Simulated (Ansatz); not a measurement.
The starting structures come from a database of crystals and need not be the phases stable at ambient conditions.

Inside the gap of an insulator the Bloch states are evanescent, with a wavenumber k + iκ along the transport direction.

Input:

```yaml
crystal:
  lattice:
    - [3.86607, 0.00000, 0.00000]
    - [0.00000, 3.86607, 0.00000]
    - [1.93304, -1.93304, 2.81574]
  atoms:
    - { symbol: Mg, position: [0.00000, 0.00000, 0.00000] }
    - { symbol: Se, position: [0.50000, 0.50000, 0.00000] }
```

The cell is strained (lengths along the current scaled by 1.03, ions clamped); by r2SCAN it stands under a pressure of -1.6 GPa.

Transport runs along the normal of the first two printed cell vectors, the (001) (indices of the unstrained crystal) plane of the conventional cell.

The gap is the functional's own. No spin-orbit coupling. Mid-gap values are those at the computed energy nearest the middle.

Problem. State the band gap and the smallest decay constant κ at mid-gap according to r2SCAN (Ansatz, an electronic-structure program).

Solution. Gap 2.30 eV on a 10×10×10 mesh; κ = 0.182 1/Å, at the zone centre.
